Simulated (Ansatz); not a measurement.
**CdS: response to strain**

The reference is CdS in the wurtzite structure (space group P6_3mc, No. 186; a = 4.1966 Å, c = 6.8302 Å).

Strains are applied to the cell and any free atomic positions relax.

All numbers come from PBE (Ansatz, a program for electronic structure; PAW; 420 eV plane waves; no SOC), earlier PAW set.

```csv
isotropic strain (%),band gap (eV)
-4.45,1.42
-2.01,?
0,1.11
1.41,1.01
5.22,0.74
```

Problem. Fit E_g = E₀ + Dε (ε in %) to the rows shown and predict the withheld row.

Solution. Least squares on the printed values gives E₀ = 1.11 eV, D = -70.3 meV per % of strain (largest residual 0.00 eV); this predicts 1.25 eV, and the run gives 1.25 eV, in agreement.

Gaps are Kohn–Sham eigenvalue differences; semilocal functionals usually give less than the measured gap. Whether these cells are dynamically stable was not tested.
